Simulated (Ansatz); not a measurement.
Results of r²SCAN (PAW; Ansatz, a quantum-chemistry and plane-wave program) for cubic perovskite CsPbBr₃ (cubic high-temperature phase).

Numerical settings: plane-wave cutoff 560 eV, 6×6×6 k mesh, Fermi–Dirac smearing 0.01 eV, scalar-relativistic PAW data made under PBE.

Cell (relaxed at this level):

```yaml
crystal:
  lattice:
    - [5.93764, 0.00000, 0.00000]
    - [0.00000, 5.93764, 0.00000]
    - [0.00000, 0.00000, 5.93764]
  atoms:
    - { symbol: Cs, position: [0.00000, 0.00000, 0.00000] }
    - { symbol: Pb, position: [0.50000, 0.50000, 0.50000] }
    - { symbol: Br, position: [0.50000, 0.00000, 0.50000] }
    - { symbol: Br, position: [0.00000, 0.50000, 0.50000] }
    - { symbol: Br, position: [0.50000, 0.50000, 0.00000] }
```

### Question
What does this level give for the bulk modulus B0, band gap, direct gap at Γ and pressure derivative B′ of the bulk modulus?

### Answer

* **bulk modulus B0**: 21.1 GPa
* **band gap**: 2.04 eV
* **direct gap at Γ**: 5.64 eV
* **pressure derivative B′ of the bulk modulus**: 4.7

Note: the relaxation could not lower the start's symmetry, so the cell can be a saddle point above a distorted one.

Spin–orbit coupling is not included; with these elements it can move the gap by several tenths of an eV or more.

The computed numbers hold no vibrational or temperature effects.

The result took around 2.0 core-minutes (rough).
